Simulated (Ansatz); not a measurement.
Relaxation of the outer planes of the (211) surface of fcc Pd in its 1x1 cell, outermost plane spacing 0.81 Å in the ideal cut.

These are PBE (plane waves to 420 eV, PAW; Ansatz, an electronic-structure program) values and carry that method's errors.

Set-up: 14 atoms, 10.5 Å thick at the start (thin: gaps and levels are the slab's own); mesh 13x6x1; 0.1 eV smearing; dipole correction on; all atoms relaxed; symmetry of the start imposed; no spin, no spin-orbit, no U.

| plane | atoms | bulk spacing to the next (Å) | relaxed spacing (Å) | change (%) | rumpling (Å) |
|---|---|---|---|---|---|
| 1 | Pd | 0.805 | ? | ? | 0.00 |
| 2 | Pd | 0.805 | 0.715 | -11.2 | 0.00 |

What belongs in the gaps?


- 1, relaxed spacing (Å): 0.702
- 1, change (%): -12.8
